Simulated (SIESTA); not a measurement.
Input and output of a self-consistent single point for Na2Hf2O5 (P1, 9 atoms in the cell) (SIESTA).

Method of the run: GGA PBEsol, numerical atomic orbitals DZP, PseudoDojo PBEsol standard norm-conserving potentials (rewritten from UPF to PSML) (SIESTA).

```
CELL_PARAMETERS angstrom
      3.94986     0.00000     0.00000
      0.00000     3.94986     0.00000
      0.00000     0.00000     7.94835
ATOMIC_POSITIONS crystal
  Na 0.99846 0.99970 0.99847
  Na 0.99280 0.99750 0.49821
  Hf 0.49678 0.49817 0.25189
  Hf 0.50272 0.49423 0.74937
  O  0.50034 0.00209 0.19665
  O  0.50094 0.00238 0.80271
  O  0.00228 0.50042 0.19995
  O  0.00359 0.49950 0.80466
  O  0.50208 0.50601 0.49808
```

Reference input (self-consistent single point, DFT, GGA PBEsol, numerical atomic orbitals DZP, PseudoDojo PBEsol standard norm-conserving potentials (rewritten from UPF to PSML)): XC.functional = GGA; XC.authors = PBEsol; potentials = PseudoDojo PBEsol standard; PAO.BasisSize = DZP; PAO.EnergyShift = 0.01 Ry; MeshCutoff = 400 Ry; kgrid.MonkhorstPack = 4 4 2; OccupationFunction = MP; OccupationMPOrder = 0; ElectronicTemperature = 20 meV; MaxSCFIterations = 150; SCF.Mixer.Method = Broyden. This run's input differs from it in these lines:

```diff
@@ -36,5 +36,5 @@
 %block kgrid.MonkhorstPack
-    4   0   0  0.0
-    0   4   0  0.0
-    0   0   2  0.0
+    9   0   0  0.0
+    0   9   0  0.0
+    0   0   5  0.0
 %endblock kgrid.MonkhorstPack
```

Output (repeated stretches shortened):

```
        iscf     Eharris(eV)        E_KS(eV)     FreeEng(eV)     dDmax    Ef(eV) dHmax(eV)
   scf:    1    -7768.489844    -7789.975525    -7789.975525  1.660637 -4.649808 10.183083
   scf:    2    -7810.206924    -7802.766251    -7802.766251  0.124778 -5.016496  3.936033
   scf:    3    -7804.102999    -7803.781515    -7803.781515  0.055040 -4.662107  1.231386
   scf:    4    -7803.892022    -7803.860794    -7803.860794  0.054136 -5.125522  0.778752
   scf:    5    -7803.685806    -7803.824138    -7803.824138  0.029083 -4.099709  0.689906
   [... 7 lines left out ...]
   scf:   13    -7803.883719    -7803.883719    -7803.883719  0.000027 -5.299522  0.000339
   scf:   14    -7803.883719    -7803.883719    -7803.883719  0.000018 -5.299554  0.000180
   scf:   15    -7803.883719    -7803.883719    -7803.883719  0.000011 -5.299563  0.000132
   scf:   16    -7803.883719    -7803.883719    -7803.883719  0.000007 -5.299565  0.000094
SCF Convergence by DM+H criterion
max |DM_out - DM_in|         :     0.0000071578
max |H_out - H_in|      (eV) :     0.0000937879
SCF cycle converged after 16 iterations

Using DM_out to compute the final energy and forces

siesta: E_KS(eV) =            -7803.8837

siesta: E_KS - E_eggbox =     -7803.8837

siesta: Atomic forces (eV/Ang):
     1    0.047360   -0.004202    0.116712
     2    0.036605   -0.029095   -0.042703
     3    0.289628    0.221683   -0.365257
     4   -0.001263    0.484325   -0.349705
     5    0.059770   -0.231749   -0.144600
     6    0.052652   -0.472764    0.087055
     7   -0.347870    0.042536   -0.174623
     8   -0.113048    0.076580    0.074556
     9    0.019012   -0.071939    0.850744
   Tot    0.042846    0.015375    0.052178
   Max    0.850744
   Res    0.262613    sqrt( Sum f_i^2 / 3N )
   [... lines left out ...]
siesta: FreeEng =     -7803.883719
   [... lines left out ...]
siesta:    -0.003701    0.000084    0.000054
siesta:     0.000084   -0.002742   -0.000066
siesta:     0.000054   -0.000066   -0.001610

siesta: Cell volume =        124.005340 Ang**3

siesta: Pressure (static):
siesta:                Solid            Molecule  Units
siesta:           0.00002924         -0.00005715  Ry/Bohr**3
siesta:           0.00268428         -0.00524695  eV/Ang**3
siesta:           4.30069271         -8.40654377  kBar
```

The run converged in 16 iterations. Against the reference run the free energy hardly moves (within 1 meV/atom), the pressure moves little (0.45 to 0.43 GPa), the largest force stays at 0.854 eV/Å and the gap on the mesh goes from 1.906 to 1.956 eV.

The starting cell comes from a database of computed structures (which also holds hypothetical and non-ambient phases and stackings), without a prior relaxation at this level. Its atoms were displaced at random from the sites of space group no. 123. Spin-orbit coupling is off. Values carry the incompleteness of an atom-centred basis.

Cost on one core of a shared machine: roughly 2 min.
